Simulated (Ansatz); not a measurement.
Ansatz (a quantum-chemistry and plane-wave program) run on CaZrN₂ (R3m, 4 atoms in the cell): self-consistent single point.

Method: LDA (PW92), harder PAW files (source: ansatz) made with PBE (plane waves; Ansatz).

```xyz
4
Lattice="1.6488 0.9519 5.5787 -1.6488 0.9519 5.5787 0.0000 -1.9039 5.5787" Properties=species:S:1:pos:R:3 pbc="T T T"
Ca     0.0000     0.0000     0.0500
Zr     0.0000     0.0000     8.3680
N      0.0000     0.0000     3.9852
N      0.0000     0.0000    12.7508
```

Reference input (self-consistent single point, DFT, LDA (PW92), plane waves, default PAW files made with PBE): basis.ecutwfc = 420 eV; kpoints.mp_grid.grid = 9 9 9; hamiltonian.xc = lda; hamiltonian.pseudopotentials = {kind: paw} (the program's default PAW files); scf.occupations.method = fermi_dirac; scf.occupations.width = 0.02 eV. This run's input differs from it in these lines:

Ansatz 0.2 input:
```diff
@@ -11,3 +11,3 @@
 basis:
-  ecutwfc: 420.0 eV
+  ecutwfc: 1305.0 eV
 kpoints:
@@ -16,3 +16,3 @@
   xc: lda
-  pseudopotentials: { kind: paw }
+  pseudopotentials: { kind: paw, source: ansatz }
 scf:
```

The program printed (abridged):

```
SCF iter   1: F=—  HF=-6606.166844 eV  |F-HF|=—  |Δ(HF+E_count)|=         —  Δρ=6.16e-2  dr2=3.30e0  ethr=3.10e-3  ⟨swp⟩=7.9  Hψ=10529  notcnv=0
all-band conjugate gradients solve this SCF's bands
preconditioner: auto → none
SCF iter   2: F=—  HF=-6605.874133 eV  |F-HF|=—  |Δ(HF+E_count)|=   2.93e-1  Δρ=5.23e-2  dr2=2.59e0  ethr=3.10e-3  ⟨swp⟩=3.9  Hψ=4446  notcnv=0
   [... lines left out ...]
SCF iter   6: F=—  HF=-6605.354205 eV  |F-HF|=—  |Δ(HF+E_count)|=   6.73e-4  Δρ=5.00e-4  dr2=4.25e-5  ethr=1.01e-5  ⟨swp⟩=2.2  Hψ=2556  notcnv=0
SCF iter   7: F=—  HF=-6605.354307 eV  |F-HF|=—  |Δ(HF+E_count)|=   1.02e-4  Δρ=7.78e-5  dr2=5.04e-6  ethr=1.33e-7  ⟨swp⟩=2.5  Hψ=2756  notcnv=0
SCF iter   8: F=—  HF=-6605.354306 eV  |F-HF|=—  |Δ(HF+E_count)|=   9.32e-7  Δρ=2.84e-5  dr2=6.20e-7  ethr=1.58e-8  ⟨swp⟩=2.6  Hψ=2492  notcnv=0
SCF iter   9: F=-6605.354306 eV  HF=-6605.354306 eV  |F-HF|=8.00e-9  |Δ(HF+E_count)|=   1.08e-7  Δρ=7.13e-6  dr2=1.40e-8  ethr=3.13e-10  ⟨swp⟩=6.1  Hψ=8196  notcnv=0
SCF 1 converged in 9 iterations: F = -6605.354306 eV  dr2 = 1.40e-8
Free energy (F): -6605.354306 eV
Internal energy: -6605.354306 eV  (E = F + TS)
E sigma→0 (E₀):  -6605.354306 eV
Entropy (-TS):   -0.000000 eV (-0.000 meV/atom)
Fermi energy:    11.949186 eV
--- Forces (eV/Å), atoms counted from 1 ---
  atom   1  Ca     0.00000000     0.00000003    -0.56843189
  atom   2  Zr    -0.00000000    -0.00000004     0.62660983
  atom   3  N      0.00000000     0.00000000    -0.04452076
  atom   4  N     -0.00000000     0.00000000    -0.01365909
--- Stress (GPa, compression-positive) ---
       -6.001456       0.000000      -0.000000
        0.000000      -6.001456       0.000000
       -0.000000       0.000000      -6.067616
  P = ⅓ Tr σ = -6.0235 GPa (-60.235 kbar)
  The stress holds the Pulay correction. Without it, at fixed plane waves, as pw.x and ABINIT print it: P = -6.0355 GPa
```

The run converged in 9 iterations. Against the reference run the pressure hardly changes (-6.08 to -6.02 GPa), the largest force hardly changes (0.626 to 0.627 eV/Å) and the gap on the mesh hardly changes (0.428 to 0.425 eV).

The starting cell comes from a database of computed structures (which also holds hypothetical and non-ambient phases and stackings), without a prior relaxation at this level. Its lattice was rescaled by up to half a per cent. One atom was moved a little off its site on purpose. Ansatz's pressure includes its estimate of the finite-basis (Pulay) stress.

Cost on one core of a shared machine: roughly 40 s.
